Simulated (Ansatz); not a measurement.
Adsorption energy and surface dipole of O on the 1x1 (111) surface of fcc Ag, one in a 1x1 cell, started at the site 'hollow Ag-Ag-Ag over Ag at depth 4.7 Å', worked from the runs' numbers; total energies count from the potentials' own zero.

The numbers are results of PBE (plane waves to 420 eV, PAW; Ansatz, an electronic-structure program), not measurements.

Slab: 5 atoms, 7.1 Å thick at the start under the adsorbate (thin: gaps and levels are the slab's own); k 12x12x1, smearing 0.1 eV, dipole-corrected; 2 atoms held, the rest relaxed; symmetry of the start imposed; spin-polarised, no spin-orbit, no U, no dispersion correction. At the end it is bonded to 3 Ag. In PBE it is, or lies within 0.03 eV of, the lowest of the starts that converged.

| quantity | value |
|---|---|
| slab with the adsorbate | -30925.558 eV |
| clean slab, same cell and mesh | -30361.527 eV |
| reference, ½ O2(g) | -564.968 eV |
| area of the cell | 7.45 Å² |
| change of the step from the bottom to the top vacuum level | 3.541 eV |

Q: What is the adsorption energy against this reference?

A: E(slab + adsorbate) − E(slab) − E(reference) = 0.94 eV, so in this state the adsorbate is less stable than in the reference, at a coverage of 13.42 a nm².

Q: What dipole does adsorption add to the slab along the outward normal (Helmholtz relation, ε₀ = 0.005526 e/(V·Å))?

A: p = −ε₀·A·ΔV = -0.146 e·Å = -0.70 D; its negative end points to the vacuum, which raises the vacuum level.
